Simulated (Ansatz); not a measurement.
Take SnTe in the rock salt structure (space group Fm-3m, No. 225) as the base.

SnTe is modelled in the cubic space group Fm-3m (No. 225), the rock salt structure, Pearson symbol cF8. Cell: a = b = c = 6.4092 Å, α = β = γ = 90.00°. Te on 4a has 6 Sn at 3.205 Å (octahedral). Sn on 4b is coordinated by 6 Te at 3.205 Å (octahedral). (Neighbours: up to the widest gap in distance over summed covalent radii, below 1.35, at either atom; cation-cation and far metal-metal contacts left out.)
(The calculation used a cell of 2 atoms; values per cell refer to that cell.)

Computed with PBE, PAW, 420 eV (Ansatz, a program for electronic structure; spin-orbit coupling left out).

Before the change:

Band gap: 0.05 eV
Lattice parameter a: 6.409 Å

Now apply this change: a hydrostatic pressure of 15 GPa.

Task: How does this affect the band gap and lattice parameter a?

Result: The band gap becomes zero (base: 0.05 eV); the lattice parameter a shrinks by 0.463 Å to 5.946 Å.

With Te present, leaving out spin-orbit coupling can change the band edges. Load acts through the strain it causes; cell and atoms are relaxed under it. Whether these cells are dynamically stable was not tested. Competing high-pressure phases were not computed. All final runs are without spin polarisation. The zero or small gap of SnTe can change with the level of theory.
